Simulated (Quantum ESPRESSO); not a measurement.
How far to go with the SCF threshold: ScAl (P4mm, 2 atoms in the cell)

```xyz
2
Lattice="3.3805 0.0000 0.0000 0.0000 3.3805 0.0000 0.0000 0.0000 3.3805" Properties=species:S:1:pos:R:3 pbc="T T T"
Sc     1.6902     1.6902     1.7402
Al     0.0000     0.0000     0.0000
```

Method of the run: PBEsol, GBRV 1.5 ultrasoft (PBESOL) pseudopotentials (plane waves; Quantum ESPRESSO 7.5).

Base settings: ecutwfc = 50 Ry; ecutrho = 400 Ry; occupations = smearing; smearing = fd; degauss = 0.0073499 Ry; potentials = {Sc: sc_pbesol_v1.uspp.F.UPF, Al: al_pbesol_v1.uspp.F.UPF}; K_POINTS = automatic 5 5 5 0 0 0; conv_thr = 1e-09 Ry.

The mesh stays at the base's, so the ladder's end is converged at best in this setting alone.

Only quantities that move along the ladder and can be compared are tabulated.

The count of work is k-points × plane waves × bands × iterations; it is no time. 

The starting cell comes from a database of computed structures (which also holds hypothetical and non-ambient phases and stackings), without a prior relaxation at this level. Its lattice was rescaled by up to half a per cent. One atom was moved a little off its site on purpose. Without a gap this mesh is coarse (it stands for a supercell whose shortest vector is 17 Å).

Steps (conv_thr): 0.0073 Ry; 0.00073 Ry; 7.3e-05 Ry; 7.3e-06 Ry; 7.3e-07 Ry; 7.3e-08 Ry; 7.3e-09 Ry; 1e-09 Ry; 7.3e-10 Ry; 7.3e-12 Ry; 7.3e-14 Ry.

Q: What is the coarsest conv_thr that holds the forces within 0.01 eV/Å of the last step, with all finer ones?

A: 7.3e-08 Ry; the step before is off by 0.011 eV/Å.

Q: What is the coarsest conv_thr that holds the free energy within 1 meV/atom of the last step, with all finer ones?

A: 0.00073 Ry, at 0.36 of the last step's count of work; the step before is off by 2.7 meV/atom.

```tsv
conv_thr	free energy less the last step's (meV/atom)	largest difference of a force vector from the last step's (eV/Å)	count of work / last
0.0073 Ry	2.69	0.004	0.27
0.00073 Ry	0.03	0.023	0.36
7.3e-05 Ry	0.03	0.023	0.36
7.3e-06 Ry	0.00	0.011	0.45
7.3e-07 Ry	0.00	0.011	0.45
7.3e-08 Ry	0.00	0.001	0.55
7.3e-09 Ry	0.00	0.000	0.73
1e-09 Ry	0.00	0.000	0.73
7.3e-10 Ry	0.00	0.000	0.82
7.3e-12 Ry	0.00	0.000	1.0
7.3e-14 Ry	0.00	0.000	1.0
```
